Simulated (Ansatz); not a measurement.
Base system: Pd in the simple cubic structure (space group Pm-3m, No. 221; a = 2.614 Å; a hypothetical phase, not in the database extracts checked).

(Cell as relaxed with PBE.)

Levels (all Ansatz, a first-principles code, PAW): PBE (420 eV, spin-orbit coupling left out); PBEsol (420 eV, no spin-orbit coupling).

Each level relaxes its own structure.

```tsv
quantity	PBE	PBEsol
volume per atom	17.87 Å³	[?]
lattice parameter a	261.4 pm	[?]
band gap	zero	[?]
```

### Question
What does PBEsol give?

### Answer

- volume per atom, PBEsol: 16.89 Å³
- lattice parameter a, PBEsol: 256.6 pm
- band gap, PBEsol: zero

PBE's volume per atom lies 0.98 Å³ above PBEsol's (5.8 %); PBE's lattice parameter a lies 4.87 pm above PBEsol's (1.9 %); the two agree on the band gap. Neither level is exact; PBEsol is the comparison here, not a measurement.

Whether these cells are dynamically stable was not tested. The final runs are not spin-polarised. Pd has a high density of states at the Fermi level and may be magnetic at this level.
